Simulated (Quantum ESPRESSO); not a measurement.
Quantum ESPRESSO run on MoW (Cmmm, 2 atoms in the cell): self-consistent single point.

Computed with PBEsol, SSSP 1.1.2 efficiency (PBE) pseudopotentials (plane waves; Quantum ESPRESSO 7.5).

```xyz
2
Lattice="1.5619 2.2097 0.0000 -1.5619 2.2097 0.0000 0.0000 0.0000 4.4372" Properties=species:S:1:pos:R:3 pbc="T T T"
Mo     0.0000     0.0000     0.0000
W     -1.5619     0.0000    -2.2186
```

Reference input (self-consistent single point, DFT, LDA (PZ), plane waves, GBRV 1.5 ultrasoft (LDA) pseudopotentials): ecutwfc = 40 Ry; ecutrho = 320 Ry; occupations = smearing; smearing = fermi-dirac; degauss = 0.0099958 Ry; potentials = {Mo: mo_lda_v1.uspp.F.UPF, W: w_lda_v1.2.uspp.F.UPF}; K_POINTS = automatic 10 10 6 0 0 0; conv_thr = 1e-11 Ry; mixing_beta = 0.7. This run's input differs from it in these lines:

```diff
@@ -15,4 +15,4 @@
   ntyp = 2,
-  ecutwfc = 40,
-  ecutrho = 320,
+  ecutwfc = 60,
+  ecutrho = 480,
   occupations = 'smearing',
@@ -20,2 +20,3 @@
   degauss = 0.0099958,
+  input_dft = 'pbesol',
 /
@@ -26,4 +27,4 @@
 ATOMIC_SPECIES
-Mo    95.9500  mo_lda_v1.uspp.F.UPF
-W    183.8400  w_lda_v1.2.uspp.F.UPF
+Mo    95.9500  Mo_ONCV_PBE-1.0.oncvpsp.upf
+W    183.8400  W_pbe_v1.2.uspp.F.UPF
 ATOMIC_POSITIONS {crystal}
```

Output, abridged:

```
     Self-consistent Calculation

     iteration #  1     ecut=    60.00 Ry     beta= 0.70

     Threshold (ethr) on eigenvalues was too large:
     Diagonalizing with lowered threshold

     negative rho (up, down):  6.508E-02 0.000E+00

     total energy              =    -295.83599375 Ry
     estimated scf accuracy    <       0.11932924 Ry

     iteration #  2     ecut=    60.00 Ry     beta= 0.70

     negative rho (up, down):  6.615E-02 0.000E+00

     total energy              =    -295.78914494 Ry
     estimated scf accuracy    <       0.30019592 Ry

     iteration #  3     ecut=    60.00 Ry     beta= 0.70

     negative rho (up, down):  6.693E-02 0.000E+00

     total energy              =    -295.84594666 Ry
     estimated scf accuracy    <       0.23079901 Ry

   [... 7 blocks of this kind left out ...]

     iteration # 11     ecut=    60.00 Ry     beta= 0.70

     negative rho (up, down):  6.725E-02 0.000E+00

     total energy              =    -295.87087035 Ry
     estimated scf accuracy    <          1.8E-10 Ry

     iteration # 12     ecut=    60.00 Ry     beta= 0.70

     negative rho (up, down):  6.725E-02 0.000E+00
     End of self-consistent calculation

     Number of k-points >= 100: set verbosity='high' to print the bands.

     the Fermi energy is    22.5993 ev

!    total energy              =    -295.87087035 Ry
     estimated scf accuracy    <          1.8E-12 Ry
     smearing contrib. (-TS)   =      -0.00575183 Ry
     internal energy E=F+TS    =    -295.86511852 Ry

     convergence has been achieved in  12 iterations

     negative rho (up, down):  6.725E-02 0.000E+00

     Forces acting on atoms (cartesian axes, Ry/au):

     atom    1 type  1   force =     0.00000000    0.00000000    0.00000000
     atom    2 type  2   force =     0.00000000    0.00000000    0.00000000

     Total force =     0.000000     Total SCF correction =     0.000000

     negative rho (up, down):  6.725E-02 0.000E+00
          total   stress  (Ry/bohr**3)                   (kbar)     P=       48.38
   0.00037414   0.00000000   0.00000000           55.04        0.00        0.00
  -0.00000000   0.00033173   0.00000000           -0.00       48.80        0.00
   0.00000000   0.00000000   0.00028071            0.00        0.00       41.29

   JOB DONE.
```

The run converged in 12 iterations. Against the reference run the pressure goes from -3.04 to 4.84 GPa.

The starting cell comes from a database of computed structures (which also holds hypothetical and non-ambient phases and stackings), without a prior relaxation at this level. Its lattice was rescaled by a random factor within 2.5 % of one. Spin polarisation is off. With a pressure of about 5 GPa the cell is away from its equilibrium volume at this level.

Cost on one core of a shared machine: roughly 2 min.
